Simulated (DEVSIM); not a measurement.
Structure: abrupt Ge n-p junction, at 300 K.

```
layer (left to right)  material  thickness (μm)  Nd (cm⁻³)  Na (cm⁻³)  τn (s)  τp (s)
---------------------  --------  --------------  ---------  ---------  ------  ------
1                            Ge            1.80       1e16          -  1.1e-6  1.1e-6
2                            Ge            91.0          -     2.7e16  1.1e-6  1.1e-6
```

Left contact: ohmic. Right contact: ohmic. Voltage is applied to the left contact. Recombination: SRH at mid-gap, Auger. Mobility is μmin + (μ − μmin)/(1 + (N/Nref)^α).

The device is made up for the run: typed textbook-type constants, with dimensions and the other settings drawn at random. Values at 300 K.

```csv
parameter,Ge
gap (eV),0.664
affinity (eV),4
permittivity,16
Nc (cm⁻³),1.04e19
Nv (cm⁻³),6e18
μn (cm²/Vs),3900
μp (cm²/Vs),1900
"μn,min",150
"μp,min",100
"Nref,n",2.6e17
"Nref,p",4e17
αn,0.56
αp,0.6
Cn (cm⁶/s),1e-31
Cp (cm⁶/s),1e-31
```

Simulated with DEVSIM: 1D drift-diffusion, Boltzmann statistics, complete ionisation; no tunnelling, impact ionisation, image-force lowering or self-heating.

### Question
Give the dark reverse current.

### Answer

```tsv
V (V)	J (A/cm²)
0.20	0.0021
0.50	0.0022
1.00	0.0023
1.50	0.0025
2.00	0.0026
3.00	0.0028
4.00	0.0031
```
